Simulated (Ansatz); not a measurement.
C: response to strain and stress

Take C in the diamond structure (space group Fd-3m, No. 227) as the base.

```
CELL_PARAMETERS angstrom
      0.00000     1.77683     1.77683
      1.77683     0.00000     1.77683
      1.77683     1.77683     0.00000
ATOMIC_POSITIONS crystal
  C  0.50000 0.50000 0.50000
  C  0.75000 0.75000 0.75000
```

Cartesian axes are those of the cell as printed.

Strains are applied to the cell and any free atomic positions relax; under stress the whole cell relaxes.

Calculations: PBEsol (Ansatz, a first-principles code, PAW, no spin-orbit coupling), earlier PAW set.

Candidates:
(a) uniaxial stress, 8 GPa compression along x
(b) tensor shear ε_xy = +1.01 %
(c) isotropic strain +0.23 %

Base values:

| Item | Result |
|---|---|
| Band gap | 4.04 eV |

Order them by band gap, lowest first.

(a) uniaxial stress, 8 GPa compression along x (3.82 eV), (b) tensor shear ε_xy = +1.01 % (3.95 eV), (c) isotropic strain +0.23 % (4.02 eV)

Beyond what the load breaks, stability against distortions was not tested.
